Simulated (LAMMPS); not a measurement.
MD of Ni (fcc) with 50 % of Ni sites Pt at zero pressure over temperature, 4000 atoms; each row names its start.

Method: classical MD, pair style eam, the elements' _u3.eam files (universal-3 set of Foiles, Baskes and Daw), run in LAMMPS.

| T (K), start | state | volume | enthalpy | first peak of g(r), Ni-Pt | coordination number of Ni by Pt | D(Ni) | D(Pt) |
|---|---|---|---|---|---|---|---|
| 300, crystal | crystal; no diffusion seen in 30 ps | 13.2238 ± 0.0001 Å³/atom | -5.1189 ± 0.0001 eV/atom | 2.60 Å, height 6.3 | 6.00 (counted to 3.18 Å) | - | - |
| 1320, crystal | crystal; no diffusion seen in 30 ps | 13.7500 ± 0.0004 Å³/atom | -4.8327 ± 0.0003 eV/atom | 2.57 Å, height 3.5 | 6.18 (counted to 3.34 Å) | - | - |
| 1790, melt | liquid | 14.4431 ± 0.0009 Å³/atom | -4.6013 ± 0.0002 eV/atom | 2.51 Å, height 3.1 | 7.10 (counted to 3.62 Å) | (3.38 ± 0.03) × 10^-5 cm²/s | (3.02 ± 0.04) × 10^-5 cm²/s |
| 2170, melt | liquid | 14.790 ± 0.002 Å³/atom | -4.4721 ± 0.0003 eV/atom | 2.49 Å, height 2.8 | 6.80 (counted to 3.58 Å) | (5.8 ± 0.1) × 10^-5 cm²/s | (5.25 ± 0.10) × 10^-5 cm²/s |
| 2640, melt | liquid | 15.243 ± 0.003 Å³/atom | -4.3185 ± 0.0007 eV/atom | 2.49 Å, height 2.6 | 6.56 (counted to 3.58 Å) | (9.0 ± 0.1) × 10^-5 cm²/s | (8.3 ± 0.2) × 10^-5 cm²/s |

Caution (rows 300, crystal; 1320, crystal): the random arrangement on this lattice is imposed, and need not be a phase that exists in equilibrium.

Caution (rows 1320, crystal; 1790, melt; 2170, melt; 2640, melt): a run this short can hold a crystal over, or a liquid under, the potential's own melting point, which these runs don't give.

States go by the mean squared displacement: a species diffuses where it passes 1.5 Å², still rises and gives D over 1e-6 cm²/s; a crystal has left its structure where atoms lie 0.35 Å off their sites on average or a cubic box changes its shape by 3 %, or the axial ratios of another lie 8 % off the starting cell's, which the potential's own relaxation can also do.

Errors of D are the spread over four groups of atoms in one short run; a floor of about 5 %, a picked value, is safer.

Errors shown are sampling errors alone.
